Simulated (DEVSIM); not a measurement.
**Si n-i-p diode**

Structure: Si n-i-p diode, at 300 K.

```tsv
layer (left to right)	material	thickness (μm)	Nd (cm⁻³)	Na (cm⁻³)	τn (s)	τp (s)
1	Si	1.80	1.3e19	-	6.3e-5	6.3e-5
2	Si	1.20	-	9.6e11	6.3e-5	6.3e-5
3	Si	0.960	-	1.1e18	6.3e-5	6.3e-5
```

Left contact: ohmic. Right contact: ohmic. Voltage is applied to the left contact. Recombination: SRH at mid-gap, Auger. Mobility is μmin + (μ − μmin)/(1 + (N/Nref)^α).

Constants are typed, rounded textbook-type inputs, not results; the design itself was drawn at random and stands for no fabricated device. Values at 300 K.

```tsv
parameter	Si
gap (eV)	1.124
affinity (eV)	4.05
permittivity	11.7
Nc (cm⁻³)	2.86e19
Nv (cm⁻³)	3.1e19
μn (cm²/Vs)	1417
μp (cm²/Vs)	470
μn,min	52
μp,min	45
Nref,n	9.7e16
Nref,p	2.2e17
αn	0.68
αp	0.72
Cn (cm⁶/s)	2.8e-31
Cp (cm⁶/s)	9.9e-32
```

Model (solved in DEVSIM): 1D drift-diffusion, Boltzmann statistics, complete ionisation; no tunnelling, impact ionisation, image-force lowering or self-heating.

```yaml
potential_step_across_the_device_at_zero_bias: 1.017 V
Dark forward voltage at 1 A/cm²: 0.708 V
Dark forward voltage at 100 A/cm²: 0.828 V
```

Dark forward current:

```tsv
V (V)	J (A/cm²)
-0.05	-3.7e-10
-0.10	-1.4e-9
-0.20	-1.6e-8
-0.25	-5.8e-8
-0.35	-1.3e-6
-0.40	-7.9e-6
-0.45	-5.0e-5
-0.55	-0.0022
-0.60	-0.015
-0.65	-0.11
-0.75	-5.0
-0.80	-34
-0.90	-1400
-0.95	-6500
```

Dark reverse current:

```json
[
 {"V (V)": "0.04", "J (A/cm²)": "1.4e-10"},
 {"V (V)": "0.10", "J (A/cm²)": "2.6e-10"},
 {"V (V)": "0.20", "J (A/cm²)": "4.0e-10"},
 {"V (V)": "0.30", "J (A/cm²)": "5.2e-10"},
 {"V (V)": "0.40", "J (A/cm²)": "6.1e-10"},
 {"V (V)": "0.60", "J (A/cm²)": "7.5e-10"},
 {"V (V)": "0.80", "J (A/cm²)": "8.6e-10"},
 {"V (V)": "1.00", "J (A/cm²)": "9.4e-10"},
 {"V (V)": "1.30", "J (A/cm²)": "1.0e-9"},
 {"V (V)": "1.60", "J (A/cm²)": "1.1e-9"},
 {"V (V)": "2.00", "J (A/cm²)": "1.2e-9"}
]
```
